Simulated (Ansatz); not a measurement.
**HfPt3 (Pm-3m, No. 221, 4 atoms in the cell; start mp-1018054): properties by level of theory**

| level (code) | equilibrium lattice constant a (Å) | bulk modulus (GPa) |
|---|---|---|
| LDA (Ansatz) | 3.958 | 275 |
| PBEsol (Ansatz) | 3.986 | 258 |
| r²SCAN (Ansatz) | … | 251 |

What belongs in the gaps?


- r²SCAN (Ansatz, an electronic-structure program), equilibrium lattice constant a (Å): 4.007

Caveats: the bulk modulus is −V dP/dV from two relaxed cells at ±2 % in volume (LDA, PBEsol, r²SCAN); the relaxation could not lower the start's symmetry, so the cell can be a saddle point above a distorted one (LDA, PBEsol, r²SCAN). Ansatz's density-functional and Hartree–Fock values are scalar-relativistic unless marked +SOC, with PAW data made under PBE.

The crystal itself was run without spin with LDA, PBEsol, r²SCAN; a magnetic state was not tried in these runs.

The computed numbers hold no vibrational or temperature effects.

A start named mp-… is a Materials Project structure, which need not be a measured phase.
